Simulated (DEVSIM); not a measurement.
System: illuminated Si n-on-p cell, one wavelength, with a back-surface field, at 300 K.

| layer (left to right) | material | thickness (μm) | Nd (cm⁻³) | Na (cm⁻³) | τn (s) | τp (s) | absorption coefficient (cm⁻¹) |
|---|---|---|---|---|---|---|---|
| 1 | Si | 0.170 | 6.6e17 | - | 2.7e-7 | 1.4e-6 | 53000 |
| 2 | Si | 110 | - | 6.9e16 | 4.3e-6 | 4.3e-6 | 53000 |
| 3 | Si | 0.160 | - | 3.2e18 | 4.3e-6 | 4.3e-6 | 53000 |

Left contact: ohmic, minority hole recombination velocity 2e6 cm/s. Right contact: ohmic, minority electron recombination velocity 8e6 cm/s. Voltage is applied to the left contact. Recombination: SRH at mid-gap, radiative, Auger. Gap narrowing is on: ΔEg = 6.92 meV × (l + √(l² + 0.5)), l = ln(N/1.3e17 cm⁻³), shared equally by both band edges. Light enters at the left, 5.5e16 photons cm⁻² s⁻¹, one pass, no reflection. Mobility is μmin + (μ − μmin)/(1 + (N/Nref)^α).

Constants are typed, rounded textbook-type inputs, not results; the design itself was drawn at random and stands for no fabricated device. Values at 300 K.

```csv
parameter,Si
gap (eV),1.124
affinity (eV),4.05
permittivity,11.7
Nc (cm⁻³),2.86e19
Nv (cm⁻³),3.1e19
μn (cm²/Vs),1417
μp (cm²/Vs),470
"μn,min",52
"μp,min",45
"Nref,n",9.7e16
"Nref,p",2.2e17
αn,0.68
αp,0.72
B (cm³/s),4.7e-15
Cn (cm⁶/s),2.8e-31
Cp (cm⁶/s),9.9e-32
```

Simulated with DEVSIM: 1D drift-diffusion, Boltzmann statistics, complete ionisation; no tunnelling, impact ionisation, image-force lowering or self-heating.

Base results: largest power (mW/cm²) 2.57; dark forward voltage at 100 A/cm² (V) 0.972; short-circuit current (mA/cm²) 6.32; share of generated pairs collected at short circuit 0.718.

Task: What follows from this one change: recombination velocity at the right contact 8e+06 → 10000 cm/s?

Result: largest power little changed (2.57 mW/cm²); dark forward voltage at 100 A/cm² 0.972 → 0.952 V; short-circuit current little changed (6.33 mA/cm²); share of generated pairs collected at short circuit little changed (0.718).

Task: What follows from this one change: minority lifetime in layer 2 4.3e-06 → 1.3e-06 s?

Result: largest power little changed (2.57 mW/cm²); dark forward voltage at 100 A/cm² 0.972 → 0.978 V; short-circuit current little changed (6.32 mA/cm²); share of generated pairs collected at short circuit little changed (0.717).

Task: What follows from this one change: thickness of layer 2 110 → 38 μm?

Result: largest power little changed (2.56 mW/cm²); dark forward voltage at 100 A/cm² 0.972 → 0.830 V; short-circuit current little changed (6.32 mA/cm²); share of generated pairs collected at short circuit little changed (0.717).

Task: What follows from this one change: constant mobility in place of the doping-dependent one?

Result: largest power 2.57 → 2.63 mW/cm²; dark forward voltage at 100 A/cm² 0.972 → 0.911 V; short-circuit current 6.32 → 6.75 mA/cm²; share of generated pairs collected at short circuit 0.718 → 0.766.
